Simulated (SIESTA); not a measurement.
A self-consistent single point of ZnS (P6_3mc, 8 atoms in the cell) with SIESTA.

Level of theory: LDA PW92, numerical atomic orbitals DZP, PseudoDojo LDA standard norm-conserving potentials (rewritten from UPF to PSML) run with SIESTA.

```
CELL_PARAMETERS angstrom
      3.72173     0.00000     0.00000
     -1.86086     3.22311     0.00000
      0.00000     0.00000    12.16743
ATOMIC_POSITIONS crystal
  Zn 0.66667 0.33333 0.74993
  Zn 0.33333 0.66667 0.24993
  Zn 0.00000 0.00000 0.50000
  Zn 0.00000 0.00000 0.00000
  S  0.66667 0.33333 0.93773
  S  0.33333 0.66667 0.43773
  S  0.00000 0.00000 0.68734
  S  0.00000 0.00000 0.18734
```

Reference input (self-consistent single point, DFT, GGA PBE, numerical atomic orbitals DZP, PseudoDojo PBE standard norm-conserving potentials (rewritten from UPF to PSML)): XC.functional = GGA; XC.authors = PBE; potentials = PseudoDojo PBE standard; PAO.BasisSize = DZP; PAO.EnergyShift = 0.01 Ry; MeshCutoff = 350 Ry; kgrid.MonkhorstPack = 8 8 3; OccupationFunction = FD; ElectronicTemperature = 20 meV; MaxSCFIterations = 150; SCF.Mixer.Method = Broyden; SCF.Mixer.Weight = 0.2. This run's input differs from it in these lines:

```diff
@@ -1,2 +1,2 @@
-# files in the folder: Zn.psml S.psml (PseudoDojo PBE standard)
+# files in the folder: Zn.psml S.psml (PseudoDojo LDA standard)
 SystemName  ZnS
@@ -28,4 +28,4 @@
 
-XC.functional                GGA
-XC.authors                   PBE
+XC.functional                LDA
+XC.authors                   PW92
 PAO.BasisSize                DZP
```

The program printed (abridged):

```
        iscf     Eharris(eV)        E_KS(eV)     FreeEng(eV)     dDmax    Ef(eV) dHmax(eV)
   scf:    1   -23694.657415   -23857.573359   -23857.573796  0.935665  0.037626 35.810898
   scf:    2   -23980.922084   -23934.033046   -23934.033046  0.392773 -0.849666 10.675025
   scf:    3   -23942.549712   -23939.084624   -23939.084624  0.177797 -2.000653  3.540697
   scf:    4   -23938.502304   -23938.802403   -23938.802403  0.019923 -1.850387  4.358268
   scf:    5   -23938.974553   -23938.889158   -23938.889158  0.005296 -1.905186  4.109409
   [... 6 lines left out ...]
   scf:   12   -23939.585329   -23939.585329   -23939.585329  0.000047 -2.802198  0.000659
   scf:   13   -23939.585329   -23939.585329   -23939.585329  0.000021 -2.802317  0.000518
   scf:   14   -23939.585329   -23939.585329   -23939.585329  0.000013 -2.802393  0.000412
   scf:   15   -23939.585329   -23939.585329   -23939.585329  0.000010 -2.802455  0.000335
SCF Convergence by DM+H criterion
max |DM_out - DM_in|         :     0.0000097226
max |H_out - H_in|      (eV) :     0.0003346555
SCF cycle converged after 15 iterations

Using DM_out to compute the final energy and forces

siesta: E_KS(eV) =           -23939.5853

siesta: E_KS - E_eggbox =    -23939.5853

siesta: Atomic forces (eV/Ang):
     1   -0.000015    0.000009   -0.025155
     2    0.000015   -0.000009   -0.025155
     3   -0.000014    0.000008    0.017320
     4    0.000014   -0.000008    0.017320
     5   -0.000016    0.000009   -0.024257
     6    0.000016   -0.000009   -0.024257
     7    0.000014   -0.000008    0.016489
     8   -0.000014    0.000008    0.016489
   Tot    0.000000    0.000000   -0.031204
   Max    0.025155
   Res    0.012224    sqrt( Sum f_i^2 / 3N )
   Max    0.025155    constrained

   [... lines left out ...]
siesta: FreeEng =    -23939.585329
   [... lines left out ...]
siesta:    -0.003859    0.000000    0.000000
siesta:     0.000000   -0.003858   -0.000000
siesta:     0.000000   -0.000000   -0.005126

siesta: Cell volume =        145.954730 Ang**3

siesta: Pressure (static):
siesta:                Solid            Molecule  Units
siesta:           0.00004663          0.00005293  Ry/Bohr**3
siesta:           0.00428118          0.00485951  eV/Ang**3
siesta:           6.85921129          7.78579132  kBar
```

The run converged in 15 iterations. Against the reference run the pressure goes from 7.81 to 0.69 GPa, the largest force stays at 0.025 eV/Å and the gap on the mesh goes from 3.051 to 2.812 eV.

The starting cell comes from a database of computed structures (which also holds hypothetical and non-ambient phases and stackings), without a prior relaxation at this level. Its lattice was rescaled by a random factor within 2.5 % of one. Values carry the incompleteness of an atom-centred basis.

Cost on one core of a shared machine: roughly 50 s.
